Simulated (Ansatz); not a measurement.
**A computed series for ScAl3: point defects**

The parent structure is a 24-atom supercell of ScAl3 in the Cu3Au type structure (space group Pm-3m, No. 221) at its relaxed geometry.

```
ScAl3
1.0
    4.07164    -4.07164    -4.07164
    0.00000     8.14327    -4.07164
    4.07164     4.07164     4.07164
Al Sc
18 6
Direct
  0.75000   0.00000   0.25000
  0.58333   0.33333   0.41667
  0.25000   0.00000   0.75000
  0.41667   0.66667   0.58333
  0.08333   0.33333   0.91667
  0.91667   0.66667   0.08333
  0.16667   0.16667   0.33333
  0.00000   0.50000   0.50000
  0.66667   0.16667   0.83333
  0.83333   0.83333   0.66667
  0.50000   0.50000   0.00000
  0.33333   0.83333   0.16667
  0.08333   0.83333   0.41667
  0.91667   0.16667   0.58333
  0.58333   0.83333   0.91667
  0.75000   0.50000   0.75000
  0.41667   0.16667   0.08333
  0.25000   0.50000   0.25000
  0.00000   0.00000   0.00000
  0.83333   0.33333   0.16667
  0.50000   0.00000   0.50000
  0.66667   0.66667   0.33333
  0.33333   0.33333   0.66667
  0.16667   0.66667   0.83333
```

One neutral defect a cell, atoms relaxed at fixed cell.

Method: Ansatz (a quantum-chemistry and plane-wave program), PBEsol, PAW, cutoff 420 eV, no spin-orbit coupling.

```tsv
case	largest displacement of a host atom from its site in the perfect cell	pressure
perfect supercell	–	0.0 GPa
Sc interstitial (started 2.04 Å from the nearest host atom), symmetric start	0.50 Å	9.3 GPa
Tm on a Sc site	___	___
Sc on a Al site (antisite)	0.09 Å	2.4 GPa
Al on a Sc site (antisite)	0.06 Å	0.2 GPa
```

Task: Complete the table.

Result: 
- Tm on a Sc site, largest displacement of a host atom from its site in the perfect cell: 0.02 Å
- Tm on a Sc site, pressure: 1.2 GPa

Other magnetic orders, which the real material may have, were not ruled out. The 4f electrons are in the valence with no U and their state was not checked, so volumes and moments can be off. In so small a cell the defect repeats every few ångströms: this is an ordered compound, not a dilute defect. Defects with a symmetric start kept the site's symmetry and may sit on a saddle; the others started slightly shaken. Spin-polarised in the final run: Tm on a Sc site; the other runs are not.
